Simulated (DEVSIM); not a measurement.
## abrupt Si p-n junction

System: abrupt Si p-n junction, at 300 K.

```
layer (left to right)  material  thickness (μm)  Nd (cm⁻³)  Na (cm⁻³)   τn (s)   τp (s)
---------------------  --------  --------------  ---------  ---------  -------  -------
1                            Si            2.90          -     2.2e16  0.00013  0.00013
2                            Si           0.440     4.9e16          -  0.00013  0.00013
```

Left contact: ohmic. Right contact: ohmic. Voltage is applied to the left contact. Recombination: SRH at mid-gap, Auger. Mobility is μmin + (μ − μmin)/(1 + (N/Nref)^α).

This is a model device: material constants are rounded textbook-type values typed into the input, and sizes, dopings and lifetimes were drawn at random. Values at 300 K.

```csv
parameter,Si
gap (eV),1.124
affinity (eV),4.05
permittivity,11.7
Nc (cm⁻³),2.86e19
Nv (cm⁻³),3.1e19
μn (cm²/Vs),1417
μp (cm²/Vs),470
"μn,min",52
"μp,min",45
"Nref,n",9.7e16
"Nref,p",2.2e17
αn,0.68
αp,0.72
Cn (cm⁶/s),2.8e-31
Cp (cm⁶/s),9.9e-32
```

Model (solved in DEVSIM): 1D drift-diffusion, Boltzmann statistics, complete ionisation; no tunnelling, impact ionisation, image-force lowering or self-heating.

```json
{
 "potential_step_across_the_device_at_zero_bias": "0.772 V",
 "largest_field_in_the_device_at_zero_bias": "58000 V/cm",
 "Dark forward voltage at 1 A/cm²": "0.582 V",
 "Dark forward voltage at 100 A/cm²": "0.711 V"
}
```

Small-signal capacitance in reverse bias (quasi-static):

| V (V) | C (nF/cm²) |
|---|---|
| -0.04 | 40.7 |
| -0.1 | 39.2 |
| -0.2 | 37.0 |
| -0.3 | 35.1 |
| -0.4 | 33.5 |
| -0.6 | 30.9 |
| -0.8 | 28.8 |
| -1 | 27.1 |
| -1.3 | 25.0 |
| -1.6 | 23.3 |
| -2 | 21.5 |

Dark forward current:

(V (V), J (A/cm²)): (0.05, 1.1e-9); (0.10, 8.5e-9); (0.15, 5.9e-8); (0.20, 4.1e-7); (0.25, 2.8e-6); (0.30, 1.9e-5); (0.35, 0.00013); (0.40, 0.00091); (0.45, 0.0063); (0.50, 0.043); (0.55, 0.30); (0.60, 2.0); (0.65, 13); (0.70, 74); (0.75, 290); (0.80, 760); (0.85, 1600); (0.90, 2700)
